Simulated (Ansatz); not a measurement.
Base system: Fe in the bcc (W type) structure (space group Im-3m, No. 229; a = 2.7875 Å; ferromagnetic; relaxed with 0.1 eV smearing). Axes: x, y, z lie along the cube axes.

Computed with PBEsol (Ansatz, an electronic-structure program), no spin-orbit coupling.

The change: tensile biaxial strain of 1.04 % in the plane normal to [001], as in epitaxy on a mismatched substrate; the out-of-plane cell vector and the atoms relax.

Estimate the effect on the out-of-plane strain.

The out-of-plane strain comes out as -1.08 %.

Other magnetic orders, which the real material may have, were not ruled out. No phonon test of stability was made. The base started in Fmmm and relaxed to Im-3m at this level.
